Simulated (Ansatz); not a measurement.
Consider Ta2O5 (space group C2, No. 5; a cell from a computed database, its experimental status unchecked).

Space group C2 (No. 5); a = 5.9244 Å, b = 5.0763 Å, c = 5.7491 Å, α = 90.00°, β = 117.45°, γ = 90.00°

```csv
atom,site,symmetry,x,y,z
Ta,4c,1,0.1911,0.9599,0.2922
O,4c,1,0.0713,0.2955,0.3485
O,4c,1,0.3234,0.4353,0.0437
O,2b,2,0.5000,0.2276,0.5000
```
(The calculation used a cell of 7 atoms; values per cell refer to that cell.)

Levels (all Ansatz, a first-principles code, PAW): PBEsol (420 eV, spin-orbit coupling left out); r2SCAN (500 eV, no spin-orbit coupling); HSE06 (420 eV, scalar-relativistic without spin-orbit coupling).

At the geometry relaxed with PBEsol, these levels gave the following band gaps, in shuffled order: (a) 2.83 eV, (b) 2.40 eV, (c) 3.83 eV.

**Question.** Match each gap to its level.

**Answer.** (a) r2SCAN; (b) PBEsol; (c) HSE06.

Single points use the geometry relaxed with PBEsol. The hybrid gap comes from the SCF mesh plus the semilocal run's edge points and a few special points and is an upper bound. With Ta present, leaving out spin-orbit coupling can change the band edges. Whether these cells are dynamically stable was not tested.
